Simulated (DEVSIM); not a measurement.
Device: Schottky contact on n-type Si, at 350 K.

| layer (left to right) | material | thickness (μm) | Nd (cm⁻³) | τn (s) | τp (s) |
|---|---|---|---|---|---|
| 1 | Si | 6.20 | 1.7e17 | 3.6e-7 | 3.6e-7 |

Left contact: Schottky, work function 4.84 eV, emission velocity 1.6e6 cm/s. Right contact: ohmic. Voltage is applied to the left contact. Recombination: SRH at mid-gap. Mobility is constant in doping.

This is a model device: material constants are rounded textbook-type values typed into the input, and sizes, dopings and lifetimes were drawn at random. Values at 300 K; Nc and Nv go as T^1.5, mobilities as T to minus their exponent, the gap by Varshni's rule with the affinity fixed.

```tsv
parameter	Si
gap (eV)	1.124
affinity (eV)	4.05
permittivity	11.7
Nc (cm⁻³)	2.86e19
Nv (cm⁻³)	3.1e19
μn (cm²/Vs)	1417
μp (cm²/Vs)	470
T exponent of μn	2.3
T exponent of μp	2.2
Varshni α (eV/K)	0.000473
Varshni β (K)	636
```

Simulated with DEVSIM: 1D drift-diffusion, Boltzmann statistics, complete ionisation; no tunnelling, impact ionisation, image-force lowering or self-heating. Metal contacts follow the ideal Schottky-Mott rule: no Fermi-level pinning, no interface dipoles.

### Question
Tabulate band edges, carrier densities and field at zero bias.

### Answer
Energies count from the Fermi level of the right contact; mesh points crowd at the junctions.

```json
[
 {"x (μm)": "0.000", "Ec (eV)": "0.790", "Ev (eV)": "-0.321", "n (cm⁻³)": "1.5e8", "p (cm⁻³)": "9.4e14", "field (V/cm)": "-180000"},
 {"x (μm)": "0.01358", "Ec (eV)": "0.573", "Ev (eV)": "-0.537", "n (cm⁻³)": "2.0e11", "p (cm⁻³)": "7.1e11", "field (V/cm)": "-140000"},
 {"x (μm)": "0.03244", "Ec (eV)": "0.353", "Ev (eV)": "-0.758", "n (cm⁻³)": "3.0e14", "p (cm⁻³)": "4.8e8", "field (V/cm)": "-92000"},
 {"x (μm)": "0.06423", "Ec (eV)": "0.185", "Ev (eV)": "-0.926", "n (cm⁻³)": "7.8e16", "p (cm⁻³)": "1800000", "field (V/cm)": "-20000"},
 {"x (μm)": "0.1317", "Ec (eV)": "0.162", "Ev (eV)": "-0.949", "n (cm⁻³)": "1.7e17", "p (cm⁻³)": "840000", "field (V/cm)": "-50"},
 {"x (μm)": "0.2095", "Ec (eV)": "0.162", "Ev (eV)": "-0.949", "n (cm⁻³)": "1.7e17", "p (cm⁻³)": "840000", "field (V/cm)": "≈ 0"},
 {"x (μm)": "0.3407", "Ec (eV)": "0.162", "Ev (eV)": "-0.949", "n (cm⁻³)": "1.7e17", "p (cm⁻³)": "840000", "field (V/cm)": "≈ 0"},
 {"x (μm)": "0.6191", "Ec (eV)": "0.162", "Ev (eV)": "-0.949", "n (cm⁻³)": "1.7e17", "p (cm⁻³)": "840000", "field (V/cm)": "≈ 0"},
 {"x (μm)": "0.9403", "Ec (eV)": "0.162", "Ev (eV)": "-0.949", "n (cm⁻³)": "1.7e17", "p (cm⁻³)": "840000", "field (V/cm)": "≈ 0"},
 {"x (μm)": "1.482", "Ec (eV)": "0.162", "Ev (eV)": "-0.949", "n (cm⁻³)": "1.7e17", "p (cm⁻³)": "840000", "field (V/cm)": "≈ 0"},
 {"x (μm)": "2.233", "Ec (eV)": "0.162", "Ev (eV)": "-0.949", "n (cm⁻³)": "1.7e17", "p (cm⁻³)": "840000", "field (V/cm)": "≈ 0"},
 {"x (μm)": "3.673", "Ec (eV)": "0.162", "Ev (eV)": "-0.949", "n (cm⁻³)": "1.7e17", "p (cm⁻³)": "840000", "field (V/cm)": "≈ 0"},
 {"x (μm)": "4.590", "Ec (eV)": "0.162", "Ev (eV)": "-0.949", "n (cm⁻³)": "1.7e17", "p (cm⁻³)": "840000", "field (V/cm)": "≈ 0"},
 {"x (μm)": "5.134", "Ec (eV)": "0.162", "Ev (eV)": "-0.949", "n (cm⁻³)": "1.7e17", "p (cm⁻³)": "840000", "field (V/cm)": "≈ 0"},
 {"x (μm)": "5.606", "Ec (eV)": "0.162", "Ev (eV)": "-0.949", "n (cm⁻³)": "1.7e17", "p (cm⁻³)": "840000", "field (V/cm)": "≈ 0"},
 {"x (μm)": "5.828", "Ec (eV)": "0.162", "Ev (eV)": "-0.949", "n (cm⁻³)": "1.7e17", "p (cm⁻³)": "840000", "field (V/cm)": "≈ 0"},
 {"x (μm)": "5.960", "Ec (eV)": "0.162", "Ev (eV)": "-0.949", "n (cm⁻³)": "1.7e17", "p (cm⁻³)": "840000", "field (V/cm)": "≈ 0"},
 {"x (μm)": "6.055", "Ec (eV)": "0.162", "Ev (eV)": "-0.949", "n (cm⁻³)": "1.7e17", "p (cm⁻³)": "840000", "field (V/cm)": "≈ 0"},
 {"x (μm)": "6.128", "Ec (eV)": "0.162", "Ev (eV)": "-0.949", "n (cm⁻³)": "1.7e17", "p (cm⁻³)": "840000", "field (V/cm)": "≈ 0"},
 {"x (μm)": "6.160", "Ec (eV)": "0.162", "Ev (eV)": "-0.949", "n (cm⁻³)": "1.7e17", "p (cm⁻³)": "840000", "field (V/cm)": "≈ 0"},
 {"x (μm)": "6.183", "Ec (eV)": "0.162", "Ev (eV)": "-0.949", "n (cm⁻³)": "1.7e17", "p (cm⁻³)": "840000", "field (V/cm)": "≈ 0"},
 {"x (μm)": "6.200", "Ec (eV)": "0.162", "Ev (eV)": "-0.949", "n (cm⁻³)": "1.7e17", "p (cm⁻³)": "840000", "field (V/cm)": "≈ 0"}
]
```
